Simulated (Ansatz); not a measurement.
# CrCl3, response to strain

Consider CrCl₃ (space group C2/m, No. 12; a = 5.963 Å, b = 10.322 Å, c = 6.080 Å, α = γ = 90.00°, β = 108.51°; ferromagnetic; a cell from a computed database, its experimental status unchecked; layered, stacked along the Cartesian z axis).

Strains are applied to the cell and any free atomic positions relax.

Computed with plane-wave PAW DFT at the r2SCAN+rVV10 level (Ansatz, a quantum-chemistry and plane-wave program, 500 eV), no spin-orbit coupling.

Notes on the quantities. energy relative to the base: free energy F; pressure: mean of the normal stresses, compression positive.

```json
[
 {"change": "base", "energy relative to the base": "0 meV/atom", "largest internal atomic displacement": "–", "pressure": "0.0 GPa", "largest site moment": "2.70 μB"},
 {"change": "isotropic strain −0.43 %", "energy relative to the base": "+0.3 meV/atom", "largest internal atomic displacement": "0.011 Å", "pressure": "0.4 GPa", "largest site moment": "2.70 μB"},
 {"change": "isotropic strain +3.28 %", "energy relative to the base": "+16 meV/atom", "largest internal atomic displacement": "0.081 Å", "pressure": "-2.1 GPa", "largest site moment": "2.73 μB"},
 {"change": "isotropic strain +4.99 %", "energy relative to the base": "+36 meV/atom", "largest internal atomic displacement": "0.124 Å", "pressure": "-2.9 GPa", "largest site moment": "2.75 μB"}
]
```

Whether these cells are dynamically stable was not tested. No Hubbard U is applied and the magnetic state is the run's own (CrCl3 ferromagnetic); small cells can't hold the antiferromagnetic order that many such compounds have, so gaps and moments can be off. The base started in P-1 and relaxed to C2/m at this level.
